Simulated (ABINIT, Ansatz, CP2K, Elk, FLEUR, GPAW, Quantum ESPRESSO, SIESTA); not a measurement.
Code comparison for Rb (Im-3m, 1 atom in the cell)

Self-consistent single point, at a second geometry (lattice scaled by 0.98). First geometry:

```yaml
crystal:
  lattice:
    - [-2.82500, 2.82500, 2.82500]
    - [2.82500, -2.82500, 2.82500]
    - [2.82500, 2.82500, -2.82500]
  atoms:
    - { symbol: Rb, position: [0.00000, 0.00000, 0.00000] }
```

Shared settings, as Ansatz (a first-principles code) writes them: kpoints.mp_grid.grid = 11 11 11; scf.occupations.method = fermi_dirac; scf.occupations.width = 0.05 eV. Potentials and cutoffs stand in the table.

| code | model | ΔF from the first geometry (meV/atom) | pressure (GPa) | cutoff |
|---|---|---|---|---|
| GPAW | PBE, GPAW PAW datasets PBE (gpaw-data 1.0.1) | 4.0 | 0.22 | 550 eV |
| ABINIT | PBE, PAW (JTH v2.0 PBE PAW) | 4.2 | 0.22 | 544 eV |
| FLEUR | PBE, all-electron FLAPW (FLEUR), scalar-relativistic valence | 3.9 | – | Kmax 3.8 1/bohr |
| SIESTA | GGA PBE, numerical atomic orbitals DZP, PseudoDojo PBE standard norm-conserving potentials (rewritten from UPF to PSML) | 11.8 | 0.50 | grid 300 Ry |
| Elk | PBE, all-electron FP-LAPW, Elk's shipped species files, APW+lo basis with extra local orbitals | 4.2 | – | rgkmax 8 |
| Ansatz | PBE, default PAW files | 3.9 | 0.22 | default |
| Quantum ESPRESSO | PBE, PSlibrary PAW (PBE) pseudopotentials | 3.9 | 0.22 | 40 Ry |
| CP2K | PBE, GPW, TZVP-MOLOPT-SR-GTH basis, GTH-PBE potentials (GTH_POTENTIALS) | 5.3 | 0.26 | grid 500 Ry |

A dash marks a value that a program does not give, or that is left out as unsure.

The spread over the programs that give each value: ΔF from the first geometry within 7.9 meV/atom; pressure within 0.28 GPa.

SIESTA and CP2K use small atom-centred bases, whose incompleteness enters pressures, forces and empty levels differently from a plane-wave cutoff. FLEUR and Elk treat all electrons, but the usual bases taken here (sphere radii, linearisation, local orbitals, empty states) were not tested for convergence, so the values are no reference for the others. Ansatz's pressure is given at a fixed set of plane waves, as the other plane-wave codes print theirs.

The starting cell has typed, rounded lattice constants, without a prior relaxation at this level. For this run, on top of that: lattice scaled by 0.98.

Keys are those of Ansatz 0.2.
